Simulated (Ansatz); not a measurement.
The reference is Ir in the fcc (Cu type) structure (space group Fm-3m, No. 225; a = 3.8309 Å; relaxed with 0.1 eV smearing). Axes: x, y, z lie along the cube axes.

Method: Ansatz (a quantum-chemistry and plane-wave program), PBEsol, PAW, cutoff 420 eV, without spin-orbit coupling, earlier PAW set.

Strains are applied to the cell and any free atomic positions relax; under biaxial strain the out-of-plane vector relaxes too; under stress the whole cell relaxes.

One change was made to it. Results:

```csv
quantity,base,after
shortest interatomic distance,2.709 Å,2.704 Å
energy relative to the base (free energy F),0 meV/atom,+0.8 meV/atom
```

Task: Which change produced these results?
(A) uniaxial strain ε_xx = +5.96 %
(B) biaxial strain −3.74 %, plane normal [001], relaxed out of plane
(C) isotropic strain +3.37 %
(D) uniaxial stress, 3 GPa tension along x
(E) uniaxial strain ε_xx = −4.46 %

Result: D, uniaxial stress, 3 GPa tension along x. For comparison, the energy relative to the base in the other runs: uniaxial strain ε_xx = +5.96 % gives +88 meV/atom; uniaxial strain ε_xx = −4.46 % gives +62 meV/atom; biaxial strain −3.74 %, plane normal [001], relaxed out of plane gives +96 meV/atom; isotropic strain +3.37 % gives +151 meV/atom.

Stability under load was not tested beyond the relaxation. The final runs are not spin-polarised.
